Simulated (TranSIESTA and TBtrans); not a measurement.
**Au chain with one C atom inserted**

Junction: Au chain with one C atom inserted. Leads: straight Au chain, spacing 2.703 Å. Geometry: 3 atoms about the centre moved by SIESTA (PBE, DZP) to a largest force of 0.00 eV/Å, all others as built, motion along the axis alone.

Method: TranSIESTA and TBtrans, PBE, DZP numerical orbitals (energy shift 0.15 eV), PseudoDojo norm-conserving scalar-relativistic potentials, mesh cutoff 200 Ry, 300 K, no spin polarisation, no spin-orbit coupling; self-consistent non-equilibrium Green functions.

- Conductance at 300 K (G0 = 2e²/h): 0.70
- Thermopower (μV/K): 5.6
- Mean T from −0.5 to 0.5 eV: 0.71

Energies count from the leads' Fermi level. Transmissions are for one spin of a degenerate pair. The energy step is 0.01 eV; narrower resonances are cut or missed.

```tsv
E (eV)	T	lead channels
-2.00	0.19	3
-1.90	0.17	3
-1.80	0.19	3
-1.70	0.21	3
-1.60	0.23	3
-1.50	0.24	3
-1.40	0.25	3
-1.30	0.25	3
-1.20	0.25	3
-1.10	0.29	3
-1.00	0.94	3
-0.90	0.096	band edge
-0.80	0.086	band edge
-0.70	0.48	band edge
-0.60	0.70	band edge
-0.50	0.83	4
-0.40	0.87	4
-0.30	0.86	4
-0.20	0.82	4
-0.10	0.77	3
0.00	0.70	1
0.10	0.65	1
0.20	0.62	1
0.30	0.58	1
0.40	0.55	1
0.50	0.53	1
0.60	0.51	1
0.70	0.49	1
0.80	0.47	1
0.90	0.46	1
1.00	0.44	1
1.10	0.43	1
1.20	0.42	1
1.30	0.40	1
1.40	0.39	1
1.50	0.38	1
1.60	0.37	1
1.70	0.36	1
1.80	0.35	1
1.90	0.34	1
2.00	0.34	1
```

The leads' channel count changes near -0.04 eV, within the thermal window, so values at the Fermi level hang on where that band edge falls. The straight chain is held at its spacing; free chains may zigzag or dimerise. No spin-polarised start was tried, so a magnetic state, if there is one, is missed. Spin-orbit coupling, left out here, matters for the heavy atoms.
